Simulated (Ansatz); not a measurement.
# Several settings converged on MnIr (P4mm, 2 atoms in the cell)

```
MnIr
1.0
    2.65496     0.00000     0.00000
    0.00000     2.65496     0.00000
    0.00000     0.00000     3.65346
Mn Ir
1 1
Cartesian
  1.32748   1.32748   1.87673
  0.00000   0.00000   0.00000
```
Moments meant for the start (each program seeds them in its own way; μB, in the order of the atoms Mn Ir): 4.0 0.0.

Base method: PBEsol, default PAW files made with PBE (plane waves; Ansatz, a program for electronic structure).

Base settings: basis.ecutwfc = 420 eV; kpoints.mp_grid.grid = 10 10 8; hamiltonian.xc = pbesol; hamiltonian.pseudopotentials = {kind: paw} (the program's default PAW files); magnetization.spin_polarized = true; scf.occupations.method = fermi_dirac; scf.occupations.width = 0.1 eV.

The count of work is k-points × plane waves × bands × iterations; it is no time. Core times come from one kind of shared machine, to one figure; runs under 30 s give none.

**The cutoff for other potential files**

Level: DFT, PBEsol, plane waves, harder PAW files (source: ansatz) made with PBE.

In this ladder: hamiltonian.pseudopotentials = {kind: paw, source: ansatz}.

The second cell is the first with its lattice scaled by 0.98.

The mesh stays at the base's, so the ladder's end is converged at best in this setting alone.

The first pressure column holds Ansatz's estimate of the finite-basis (Pulay) stress, which hides part of the cutoff error; the other is without it.

Only quantities that move along the ladder and can be compared are tabulated.

| basis.ecutwfc | free energy less the last step's (meV/atom) | energy of the compressed cell less the first (meV/atom) | pressure (GPa) | pressure without the Pulay estimate (GPa) | largest difference of a force vector from the last step's (eV/Å) | count of work / last | core time / last (rough) |
|---|---|---|---|---|---|---|---|
| 325 eV | 10384.50 | -154.33 | -23.06 | -826.81 | 0.279 | 0.12 | – |
| 395 eV | 1488.82 | -13.21 | -7.49 | -143.67 | 0.170 | 0.16 | – |
| 505 eV | 71.75 | -6.49 | -9.86 | -18.03 | 0.005 | 0.22 | – |
| 610 eV | 4.70 | -4.17 | -9.51 | -10.08 | 0.001 | 0.30 | 0.4 |
| 720 eV | 0.67 | -3.98 | -9.49 | -9.53 | 0.000 | 0.38 | 0.5 |
| 865 eV | 0.41 | -3.97 | -9.48 | -9.49 | 0.000 | 0.51 | 0.6 |
| 1080 eV | 0.18 | -3.97 | -9.48 | -9.49 | 0.000 | 0.64 | 0.6 |
| 1440 eV | 0.00 | -3.97 | -9.48 | -9.49 | 0.000 | 1.0 | 1 |

Coarsest basis.ecutwfc that holds the pressure without the Pulay estimate within 0.2 GPa of the last step, with all finer ones: 720 eV, at 0.38 of the last step's count of work; the step before is off by 0.60 GPa.

Coarsest basis.ecutwfc that holds the forces within 0.02 eV/Å of the last step, with all finer ones: 505 eV, at 0.22 of the last step's count of work; the step before is off by 0.17 eV/Å.

Coarsest basis.ecutwfc that holds the energy of the compressed cell less the first within 0.5 meV/atom of the last step, with all finer ones: 610 eV, at 0.30 of the last step's count of work and about 0.4 of the last step's time; the step before is off by 2.5 meV/atom.

The energy difference between the two cells stays within 1 meV/atom of the last step's from 610 eV on, the total only from 720 eV on: much of the error is common to both cells and cancels.

At the lowest cutoff the pressure without the Pulay estimate lies 817 GPa under the last step's, the usual sign of Pulay stress in an incomplete plane-wave basis.

**The relaxed cell against the cutoff**

On MnIr (P4/mmm, 2 atoms in the cell): atoms on their sites.

In this ladder: relax = cell and atoms.

The mesh stays at the base's, so the ladder's end is converged at best in this setting alone.

Only quantities that move along the ladder and can be compared are tabulated.

| basis.ecutwfc | relaxed volume (Å³/atom) | relaxation steps | core time / last (rough) |
|---|---|---|---|
| 250 eV | 13.093 | 35 | 2 |
| 295 eV | 12.492 | 13 | 0.7 |
| 355 eV | 12.441 | 7 | 0.5 |
| 420 eV | 12.440 | 5 | 0.5 |
| 505 eV | 12.440 | 5 | 0.6 |
| 630 eV | 12.440 | 5 | 0.7 |
| 840 eV | 12.440 | 5 | 1 |

Coarsest basis.ecutwfc that holds the relaxed volume within 0.012 Å³/atom of the last step, with all finer ones: 355 eV; the step before is off by 0.053 Å³/atom.

At the lowest cutoff the cell relaxes to a volume 5.3 % larger than at the highest. Ansatz relaxes on a stress corrected for the finite basis.

On the base run: the starting cell comes from a database of computed structures (which also holds hypothetical and non-ambient phases and stackings), without a prior relaxation at this level. Its lattice was rescaled by up to half a per cent. One atom was moved a little off its site on purpose. With one magnetic atom in the cell only a parallel order is possible.

Left out of this page: 1 run of the series stopped by limits of time or memory.

Keys are those of Ansatz 0.2.
